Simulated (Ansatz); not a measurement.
The parent structure is SiC in the zinc blende structure (space group F-43m, No. 216; a = 4.3563 Å).

Method: Kohn–Sham DFT with the r2SCAN functional, run in Ansatz (an electronic-structure program) with PAW and 500 eV plane waves, no spin-orbit coupling.

One change was made to it. Results:

| quantity | base | after |
|---|---|---|
| width of the top valence band | 4.81 eV | 4.84 eV |
| gap character | indirect, Γ → X | indirect, Γ → X |
| volume per atom | 10.33 Å³ | 10.27 Å³ |

Problem. What was done to the base?
(A) pressure −2 GPa
(B) pressure 1.5 GPa
(C) pressure 5 GPa

Solution. B, pressure 1.5 GPa. For comparison, the volume per atom in the other runs: pressure 5 GPa gives 10.12 Å³; pressure −2 GPa gives 10.43 Å³.

Load acts through the strain it causes; cell and atoms are relaxed under it. Stability against distortions was not tested. Competing high-pressure phases were not computed.
